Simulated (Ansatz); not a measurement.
For Bi (C2/m, No. 12; start mp-23157; another form than the element's usual one), LDA (plane waves, PAW; Ansatz, a first-principles code) gives:

```
Property                Value
---------------  ------------
bulk modulus         56.3 GPa
cohesive energy  3.45 eV/atom
```

### Question
What does PBEsol (Ansatz, plane waves, PAW) give for the same quantities?

### Answer

- bulk modulus: 52.8 GPa (drops by 6.2 %)
- cohesive energy: 2.88 eV/atom (decreases by 0.57 eV/atom)

Changes are worked out from the printed values.

Unless a cell is named, each level is at its own relaxed cell (LDA 31.58, PBEsol 32.34 Å³/atom).

Levels without +SOC leave out spin–orbit coupling, which shifts energies and cells of such heavy elements.

Caveats: the bulk modulus is −V dP/dV from two relaxed cells at ±2 % in volume (LDA, PBEsol); the relaxation could not lower the start's symmetry, so the cell can be a saddle point above a distorted one (LDA, PBEsol). Ansatz's density-functional and Hartree–Fock values are scalar-relativistic unless marked +SOC, with PAW data made under PBE.

A start named mp-… is a Materials Project structure, which can be a computed phase never made.
